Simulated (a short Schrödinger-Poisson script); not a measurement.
Structure: MOS inversion layer, SiO2 on p-type Si(100), at 300 K.

From the gate side: 1.7 nm SiO2; 300 nm Si, acceptors 2e18 cm⁻³.

The device is made up for the run: typed textbook-type constants, with dimensions and the other settings drawn at random. SiO2: permittivity 3.9, conduction-band edge (eV) 3.15, gap (eV) 9, electron mass (mₑ) 0.5. Si: permittivity 11.7, conduction-band edge (eV) 0, gap (eV) 1.124, Nv at 300 K (cm⁻³) 3.1e19.

Channel valleys (confinement mass, in-plane density-of-states mass, number): Δ2 0.916, 0.19, 2; Δ4 0.19, 0.417, 4. At the gate the conduction-band edge of layer 1 lies 3.19 eV − eVg above the Fermi level of the channel; the field vanishes at the back. Gaps are held at their typed values at every temperature. Mesh 0.03 nm at interfaces.

Solved with a short Schrödinger-Poisson script written for these runs: 1D Poisson equation in equilibrium, electrons quantum, Hartree (BenDaniel-Duke, 12 states a valley, the channel's in-plane mass for all, wave functions ending at the dielectric), parabolic valleys, classical holes, full ionisation, no traps, pinning or gate leakage.

```tsv
Vg (V)	electrons (cm⁻²)	C (μF/cm²)	Δ2 E0 (meV from the Fermi level)	Δ4 E0 (meV from the Fermi level)
0.4	3.70e9	0.355	184.2	280.6
0.45	1.64e10	0.397	145.6	243.5
0.5	6.56e10	0.548	109.4	208.8
0.55	2.04e11	0.830	79.7	180.6
0.6	4.54e11	1.09	58.1	160.6
0.65	7.90e11	1.26	42.8	146.8
0.7	1.18e12	1.37	31.2	136.9
0.75	1.60e12	1.44	22.0	129.3
0.8	2.04e12	1.48	14.3	123.2
0.85	2.50e12	1.52	7.7	118.1
0.9	2.97e12	1.54	1.7	113.7
0.95	3.44e12	1.56	-3.6	109.9
1	3.93e12	1.58	-8.6	106.4
1.05	4.42e12	1.59	-13.2	103.3
1.1	4.91e12	1.60	-17.6	100.5
1.15	5.41e12	1.61	-21.8	97.8
```

Gate voltages with under 1e9 electrons/cm² are left out.

Q: At Vg = 1.15 V the lowest Δ2 subband lies at -21.8 meV from the Fermi level. How many electrons does it hold, and what share of all?

A: The two-dimensional density of states is g m/(πħ²) = 1.59e11 cm⁻² meV⁻¹ (both spins), kT = 25.9 meV, so n = D kT ln(1 + exp(−E/kT)) = 4.93e12 cm⁻², 0.91 of the 5.41e12 cm⁻² in all.

Q: Compare the slope of the sheet density between 1.05 and 1.15 V with the geometric capacitance of the layers between gate and channel.

A: q Δn/ΔV = 1.59 μF/cm²; ε0/Σ(t/ε) = 2.03 μF/cm². The ratio is 0.78: the channel acts as a further capacitance in series.
